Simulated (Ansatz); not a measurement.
We consider La (model structure, started from the diamond type, Fd-3m, No. 227, 2 atoms in the cell), described by PBEsol in Ansatz (plane waves, PAW).

Settings: plane-wave cutoff 520 eV, 14×14×14 k mesh, Fermi–Dirac smearing 0.05 eV, scalar-relativistic PAW data made under PBE.

Cell (relaxed at this level):

La has the cubic space group Fd-3m, origin choice 1 (No. 227), the diamond structure, Pearson symbol cF8. Lattice parameters: a = b = c = 6.563 Å, α = β = γ = 90.00°. La on 8b is surrounded by 4 La at 2.842 Å (tetrahedral). (Neighbours: up to the widest gap in distance over summed covalent radii, below 1.35, at either atom.)
(The calculation used a cell of 2 atoms; values per cell refer to that cell.)

**Question.** Predict the bulk modulus.

**Answer.** 
bulk modulus: 54.5 GPa

The run finds no gap.

Note: the bulk modulus is −V dP/dV from two relaxed cells at ±2 % in volume; the relaxation could raise the start's symmetry but not lower it, so the cell can be a saddle point.

Spin–orbit coupling is not included.

Static lattice: no zero-point or thermal effects.

The result took about 2.1 core-minutes (a rough figure).

A model structure was made by putting elements into a prototype or built by hand; it is no filed structure, need not be a known phase, and can be a saddle point held by its symmetry.

Ansatz is an electronic-structure program.
